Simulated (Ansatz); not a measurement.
## Ga on the Si site + Si interstitial in silicon

Computed with PBE, PAW (plane waves to 420 eV; Ansatz, a program for electronic structure). The supercell holds 64 host sites (2×2×2 repeats of the unit cell), with a 2×2×2 shifted k-point sampling for the final energies. Sites at the start: the Si site; void 2.37 Å away. Charged cells carry a point-charge image correction with potential alignment at far atoms. Dielectric constants: PBE linear response of the host. Host gap at this level: 0.61 eV. A cell of this size leaves errors of a few tenths of an eV. Levels are measured in PBE's own, too narrow, gap. Spin–orbit coupling is left out. Each state is the lowest found from its start.

Formation energies E_f are given with the Fermi level at the valence-band maximum. Chemical conditions: host crystal and elements as references (Δμ(Ga) = 0.00 eV; Ga taken from its element, since no compound that bounds it was computed at this level; only phases computed here count, gases as isolated molecules at 0 K). Reference phases: Ga: alpha gallium.

```
charge         moment (μB)  point group  largest move off a lattice site (Å)  image correction with alignment (eV)  E_f, host crystal and elements as references (eV)
------  ------------------  -----------  -----------------------------------  ------------------------------------  -------------------------------------------------
+1      not spin-polarised          C3v                                 0.34                                  0.32                                               2.46
0†                     0.1            –                                 0.37                                  0.00                                               3.12
−1†     not spin-polarised            –                                 0.35                                 -0.09                                                  –
```

† Not settled in this cell, so no level is given: charge 0: a level filled in part, carriers not clearly localised, level within 0.1 eV of a band edge or past it; charge −1: carriers not clearly localised, level within 0.1 eV of a band edge or past it.

Point groups are those of the whole cell at tolerances of 0.03 and 0.1 Å ("near" where only the looser one holds); none is given for unsettled states.

Starting moments that weren't kept: charge 0 began with 1 μB and ended with 0.1.

Flagged in the runs: a strain field that reaches the edge of the cell.
